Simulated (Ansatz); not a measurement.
Several settings converged on a (001) slab of MgS (cut from a parent of space group no. 225; 8 atoms in the cell)

```xyz
8
Lattice="3.6880 0.0000 0.0000 -3.6880 3.6880 0.0000 0.0000 0.0000 21.8234" Properties=species:S:1:pos:R:3 pbc="T T T"
Mg     0.0000     0.0000     9.6078
Mg    -1.8440     1.8440     7.0000
Mg     0.0000     0.0000    14.8234
Mg    -1.8440     1.8440    12.2156
S     -1.8440     1.8440     9.6078
S      0.0000     0.0000     7.0000
S     -1.8440     1.8440    14.8234
S      0.0000     0.0000    12.2156
```

Base method: LDA (PW92), default PAW files made with PBE (plane waves; Ansatz, a quantum-chemistry and plane-wave program).

Base settings: basis.ecutwfc = 30.9 Ry; kpoints.mp_grid.grid = 9 9 1; hamiltonian.xc = lda; hamiltonian.pseudopotentials = {kind: paw} (the program's default PAW files); scf.occupations.method = fermi_dirac; scf.occupations.width = 0.0037 Ry.

The count of work is k-points × plane waves × bands × iterations; it is no time. 

**The vacuum**

The mesh stays at the base's, so the ladder's end is converged at best in this setting alone.

Only quantities that move along the ladder and can be compared are tabulated.

| vacuum between outermost atoms (Å) | free energy less the last step's (meV/atom) | largest difference of a force vector from the last step's (eV/Å) | gap on the mesh (eV) | count of work / last |
|---|---|---|---|---|
| 3.0 | -105.78 | 0.813 | 2.538 | 0.21 |
| 4.0 | -28.67 | 0.263 | 2.529 | 0.23 |
| 5.0 | -6.31 | 0.064 | 2.438 | 0.29 |
| 6.0 | -1.24 | 0.014 | 2.488 | 0.36 |
| 7.0 | -0.23 | 0.003 | 2.576 | 0.35 |
| 8.0 | -0.04 | 0.001 | 2.591 | 0.37 |
| 10.0 | 0.00 | 0.000 | 2.592 | 0.41 |
| 12.0 | 0.00 | 0.001 | 2.592 | 0.46 |
| 14.0 | 0.01 | 0.000 | 2.592 | 0.50 |
| 17.0 | 0.01 | 0.000 | 2.592 | 0.57 |
| 20.0 | 0.01 | 0.000 | 2.592 | 0.64 |
| 25.0 | -0.04 | 0.001 | 2.592 | 0.76 |
| 30.0 | 0.00 | 0.000 | 2.592 | 1.0 |

Smallest vacuum between outermost atoms (Å) that holds the free energy within 0.5 meV/atom of the last step, with all finer ones: 7.0, at 0.35 of the last step's count of work; the step before is off by 1.2 meV/atom.

Smallest vacuum between outermost atoms (Å) that holds the gap on the mesh within 0.02 eV of the last step, with all finer ones: 7.0, at 0.35 of the last step's count of work; the step before is off by 0.10 eV.

Smallest vacuum between outermost atoms (Å) that holds the forces within 0.02 eV/Å of the last step, with all finer ones: 6.0, at 0.36 of the last step's count of work; the step before is off by 0.064 eV/Å.

**The plane-wave cutoff**

The mesh stays at the base's, so the ladder's end is converged at best in this setting alone.

Only quantities that move along the ladder and can be compared are tabulated.

| basis.ecutwfc | free energy less the last step's (meV/atom) | largest difference of a force vector from the last step's (eV/Å) | gap on the mesh (eV) | count of work / last |
|---|---|---|---|---|
| 15.4 Ry | 718.91 | 0.015 | 2.622 | 0.13 |
| 18.4 Ry | 141.86 | 0.002 | 2.614 | 0.16 |
| 21.7 Ry | 22.57 | 0.001 | 2.601 | 0.21 |
| 26.1 Ry | 1.80 | 0.000 | 2.593 | 0.27 |
| 30.9 Ry | 0.50 | 0.000 | 2.592 | 0.35 |
| 37.1 Ry | 0.24 | 0.000 | 2.592 | 0.47 |
| 46.3 Ry | 0.06 | 0.000 | 2.592 | 0.65 |
| 61.7 Ry | 0.00 | 0.000 | 2.592 | 1.0 |

Coarsest basis.ecutwfc that holds the forces within 0.005 eV/Å of the last step, with all finer ones: 18.4 Ry, at 0.16 of the last step's count of work; the step before is off by 0.015 eV/Å.

Coarsest basis.ecutwfc that holds the free energy within 5 meV/atom of the last step, with all finer ones: 26.1 Ry, at 0.27 of the last step's count of work; the step before is off by 23 meV/atom.

Coarsest basis.ecutwfc that holds the gap on the mesh within 0.02 eV of the last step, with all finer ones: 21.7 Ry, at 0.21 of the last step's count of work; the step before is off by 0.022 eV.

On the base run: the starting cell has typed, rounded lattice constants, without a prior relaxation at this level. The slab is cut from that crystal, and its faces are unrelaxed. Its lattice was rescaled by up to half a per cent. Spin polarisation is off, though cut faces can carry moments; a gap of a slab can lie between surface states. Another mesh or the band path of this cell gives a smaller gap, so this value is not converged in the mesh.

Keys are those of Ansatz 0.2.
